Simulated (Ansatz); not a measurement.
# Ga2O3: pressure series

Take Ga2O3 (space group C2/m, No. 12; a = 12.4552 Å, b = 3.0835 Å, c = 5.8776 Å, α = γ = 90.00°, β = 103.70°) as the base.

Cell and atoms are relaxed at each pressure.

Levels (all Ansatz, a program for electronic structure, PAW): PBE (420 eV, spin-orbit coupling left out); r2SCAN (500 eV, without spin-orbit coupling).

The base cell above is that of PBE; each level relaxes its own structures.

| case | shift of the gap caused by the change, PBE | shift of the gap caused by the change, r2SCAN |
|---|---|---|
| pressure −2 GPa | -0.10 eV | -0.09 eV |
| pressure −1 GPa | -0.05 eV | -0.05 eV |
| pressure 0.9 GPa | +0.04 eV | +0.04 eV |
| pressure 2.1 GPa | +0.10 eV | +0.09 eV |
| pressure 4.5 GPa | +0.21 eV | +0.19 eV |
| pressure 9 GPa | +0.40 eV | +0.38 eV |
| pressure 15 GPa | +0.64 eV | +0.61 eV |
| pressure 22.5 GPa | +0.84 eV | +0.87 eV |
| pressure 30 GPa | +1.02 eV | +1.06 eV |

The two levels differ by at most about 0.04 eV. They put the cases in the same order.

Load acts through the strain it causes; cell and atoms are relaxed under it. No phonon test of stability was made. No other phases were tried under pressure.
